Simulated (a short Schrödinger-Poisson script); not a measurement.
Structure: MOS inversion layer, HfO2 on p-type Si(100), at 300 K.

From the gate side: 10.7 nm HfO2; 360 nm Si, acceptors 1.4e18 cm⁻³.

Constants are typed, rounded textbook-type inputs, not results; the design itself was drawn at random and stands for no fabricated device. HfO2: permittivity 22, conduction-band edge (eV) 1.55, gap (eV) 5.7, electron mass (mₑ) 0.2. Si: permittivity 11.7, conduction-band edge (eV) 0, gap (eV) 1.124, Nv at 300 K (cm⁻³) 3.1e19.

Channel valleys (confinement mass, in-plane density-of-states mass, number): Δ2 0.916, 0.19, 2; Δ4 0.19, 0.417, 4. At the gate the conduction-band edge of layer 1 lies 1.93 eV − eVg above the Fermi level of the channel; the field vanishes at the back. Gaps are held at their typed values at every temperature. Mesh 0.03 nm at interfaces.

Solved with a short Schrödinger-Poisson script written for these runs: 1D Poisson equation in equilibrium, electrons quantum, Hartree (BenDaniel-Duke, 12 states a valley, the channel's in-plane mass for all, wave functions ending at the dielectric), parabolic valleys, classical holes, full ionisation, no traps, pinning or gate leakage.

| Vg (V) | electrons (cm⁻²) | C (μF/cm²) | Δ2 E0 (meV from the Fermi level) | Δ4 E0 (meV from the Fermi level) |
|---|---|---|---|---|
| 0.7 | 5.11e9 | 0.311 | 177.4 | 263.0 |
| 0.8 | 8.66e10 | 0.555 | 103.6 | 191.9 |
| 0.9 | 5.01e11 | 1.04 | 56.9 | 148.2 |
| 1 | 1.19e12 | 1.26 | 32.4 | 126.9 |
| 1.1 | 1.98e12 | 1.35 | 16.7 | 114.3 |
| 1.2 | 2.83e12 | 1.40 | 4.9 | 105.6 |
| 1.3 | 3.71e12 | 1.43 | -4.8 | 98.9 |
| 1.4 | 4.60e12 | 1.46 | -13.3 | 93.5 |
| 1.5 | 5.51e12 | 1.47 | -20.9 | 88.8 |
| 1.6 | 6.43e12 | 1.48 | -27.9 | 84.7 |
| 1.7 | 7.35e12 | 1.50 | -34.5 | 81.0 |
| 1.8 | 8.28e12 | 1.50 | -40.7 | 77.6 |
| 1.9 | 9.22e12 | 1.51 | -46.7 | 74.4 |
| 2 | 1.02e13 | 1.52 | -52.5 | 71.4 |
| 2.1 | 1.11e13 | 1.52 | -58.1 | 68.6 |
| 2.2 | 1.21e13 | 1.53 | -63.6 | 65.9 |

Gate voltages with under 1e9 electrons/cm² are left out.

Problem. At Vg = 2.2 V the lowest Δ2 subband lies at -63.6 meV from the Fermi level. How many electrons does it hold, and what share of all?

Solution. The two-dimensional density of states is g m/(πħ²) = 1.59e11 cm⁻² meV⁻¹ (both spins), kT = 25.9 meV, so n = D kT ln(1 + exp(−E/kT)) = 1.04e13 cm⁻², 0.87 of the 1.21e13 cm⁻² in all.

Problem. Compare the slope of the sheet density between 2 and 2.2 V with the geometric capacitance of the layers between gate and channel.

Solution. q Δn/ΔV = 1.52 μF/cm²; ε0/Σ(t/ε) = 1.82 μF/cm². The ratio is 0.84: the channel acts as a further capacitance in series.
